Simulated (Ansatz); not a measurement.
Ca3SbN: response to strain

Take Ca₃SbN in the anti-perovskite structure (space group Pm-3m, No. 221; a = 4.803 Å; a cell from a computed database, its experimental status unchecked) as the base. Axes: x, y, z lie along the cube axes.

Strains are applied to the cell and any free atomic positions relax; under biaxial strain the out-of-plane vector relaxes too; under stress the whole cell relaxes.

Calculations: PBEsol (Ansatz, an electronic-structure program), no SOC.

Notes on the quantities. energy relative to the base: free energy F.

```tsv
change	band gap	energy relative to the base	space group	volume per atom
base	0.33 eV	0 meV/atom	Pm-3m (No. 221)	22.16 Å³
biaxial strain −1.81 %, plane normal [001], relaxed out of plane	0.19 eV	+7.3 meV/atom	P4/mmm (No. 123)	21.52 Å³
biaxial strain +1.81 %, plane normal [110], relaxed out of plane	0.30 eV	+6.5 meV/atom	Cmmm (No. 65)	22.81 Å³
uniaxial stress, 2 GPa tension along z	0.29 eV	+2.4 meV/atom	P4/mmm (No. 123)	22.42 Å³
uniaxial stress, 8 GPa compression along x	zero	+27 meV/atom	P4/mmm (No. 123)	21.41 Å³
```

With Sb present, leaving out spin-orbit coupling can change the band edges. Stability under load was not tested beyond the relaxation. All final runs are without spin polarisation. Gaps under 0.05 eV, about the width of the smearing, are given as zero. The zero or small gap of Ca3SbN under biaxial strain −1.81 %, plane normal [001], relaxed out of plane, Ca3SbN under biaxial strain +1.81 %, plane normal [110], relaxed out of plane, Ca3SbN under uniaxial stress, 2 GPa tension along z and Ca3SbN under uniaxial stress, 8 GPa compression along x can change with the level of theory.
